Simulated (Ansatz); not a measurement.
Reference: Zr (P6_3/mmc), PBEsol, rigid bands (plane waves, PAW, scalar-relativistic; Ansatz, a program for electronic structure); axes and stresses refer to this cell.

```
Zr
1.0
    3.18876     0.00000     0.00000
   -1.59438     2.76155     0.00000
    0.00000     0.00000     5.10813
Zr
2
Direct
  0.33333   0.66667   0.25000
  0.66667   0.33333   0.75000
```

- Drude plasma energy: 4.2 eV
- root-mean-square Fermi velocity: 3.9 ×10⁵ m/s
- density of states at the Fermi level per atom: 1.00 states/eV

| Change | Drude plasma energy | root-mean-square Fermi velocity | density of states at the Fermi level per atom |
|---|---|---|---|
| functional PBE, cell relaxed with it | 4.0 eV | [?] | [?] |
| hydrostatic pressure 10 GPa | [?] | 4.2 ×10⁵ m/s | [?] |
| hydrostatic pressure 2 GPa | 4.3 eV | 3.9 ×10⁵ m/s | 1.00 states/eV |

Q: What belongs in the gaps?

A: 
- functional PBE, cell relaxed with it, root-mean-square Fermi velocity: 3.9 ×10⁵ m/s
- functional PBE, cell relaxed with it, density of states at the Fermi level per atom: 0.95 states/eV
- hydrostatic pressure 10 GPa, Drude plasma energy: 4.8 eV
- hydrostatic pressure 10 GPa, density of states at the Fermi level per atom: 1.01 states/eV

Metals at this level; values at 300 K, both spins, means over directions. As a rough test of the mesh, the Fermi surface's area from every second k point differs by up to 13 %. Spin-orbit coupling is left out unless a row names it. Stresses and pressures are the targets of the relaxation.  The structure type is held under load, also where the real crystal would transform.
